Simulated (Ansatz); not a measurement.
Given:

```
SiS2
1.0
   -2.62104     4.47350     2.73063
    2.62104    -4.47350     2.73063
    2.62104     4.47350    -2.73063
S Si
4 2
Direct
  0.87494   0.77203   0.64697
  0.37494   0.72797   0.10292
  0.62506   0.27203   0.89708
  0.12506   0.22797   0.35303
  0.75000   0.75000   0.00000
  0.25000   0.25000   0.00000
```

No spin polarisation.

Method: PBE in Ansatz (plane waves to 420 eV, PAW, no spin-orbit coupling). Γ-centred 8×8×8 mesh, Fermi–Dirac width 0.05 eV.

Question: Predict the electron mass and band gap.

Answer: 
```json
{
 "electron_mass": "0.60 mₑ along a, 0.49 mₑ along b, 2.2 mₑ along c (at X)",
 "band_gap": "2.34 eV"
}
```

Load acts through the strain it causes; cell and atoms are relaxed under it. Effective masses come from finite differences of ±0.01 Å⁻¹. Stability against distortions was not tested. The cell was made from SiS$_{2}$ (space group Ibam, No. 72; made of chains) by this change: pressure 4.5 GPa. No dispersion term is included, though the crystal is made of layers, chains or molecules, so its spacings can come out too wide.

Ansatz is a quantum-chemistry and plane-wave program.
